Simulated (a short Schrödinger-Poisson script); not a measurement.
Stack: MOS inversion layer, Al2O3 on p-type GaN, at 300 K.

| layer | material | thickness (nm) | Na (cm⁻³) |
|---|---|---|---|
| 1 | Al2O3 | 2.6 | - |
| 2 | GaN | 2700 | 5.5e16 |

The device is made up for the run: typed textbook-type constants, with dimensions and the other settings drawn at random. Al2O3: permittivity 9, conduction-band edge (eV) 2.75, gap (eV) 6.8, electron mass (mₑ) 0.3. GaN: permittivity 9.5, conduction-band edge (eV) 0, gap (eV) 3.43, Nv at 300 K (cm⁻³) 4.6e19.

Channel valleys (confinement mass, in-plane density-of-states mass, number): Γ 0.2, 0.2, 1. At the gate the conduction-band edge of layer 1 lies 3.36 eV − eVg above the Fermi level of the channel; the field vanishes at the back. Gaps are held at their typed values at every temperature. Mesh 0.03 nm at interfaces.

From a short Schrödinger-Poisson script (our own, NumPy): 1D Poisson equation in equilibrium, electrons quantum, Hartree (BenDaniel-Duke, 12 states a valley, the channel's in-plane mass for all, wave functions free to enter the dielectric), parabolic valleys, classical holes, full ionisation, no traps, pinning or gate leakage.

The same stack at other levels of the model or other numerical settings:

| run | sheet density of all electrons at Vg = 1.4 V (cm⁻²) | sheet density of all electrons at Vg = 0.8 V (cm⁻²) | capacitance at Vg = 1.4 V (μF/cm²) | centroid of the channel electrons at Vg = 1.4 V (nm) | rough cost against the base |
|---|---|---|---|---|---|
| base | 6.74e12 | 4.97e11 | 1.89 | 1.93 | about 1 |
| electrons treated as classical, Boltzmann | 1.09e13 | 1.22e12 | 2.82 | 0.41 | 0.04 |
| electrons treated as classical, Fermi-Dirac | 7.99e12 | 9.81e11 | 2.02 | 1.23 | 0.3 |
| electrons treated as quantum, Hartree plus LDA exchange-correlation | 7.28e12 | 6.40e11 | 1.96 | 1.82 | 2 |
| mesh six times as coarse | 6.71e12 | 4.92e11 | 1.88 | 1.95 | 0.2 |
| one subband a valley | 6.71e12 | 4.91e11 | 1.88 | 1.85 | 0.6 |

The classical rows ignore confinement, and Boltzmann statistics overrate the density once the band edge passes the Fermi level.

In real p-type GaN the Mg acceptor is only partly ionised, and so wide a gap doesn't supply an inversion layer without source and drain.
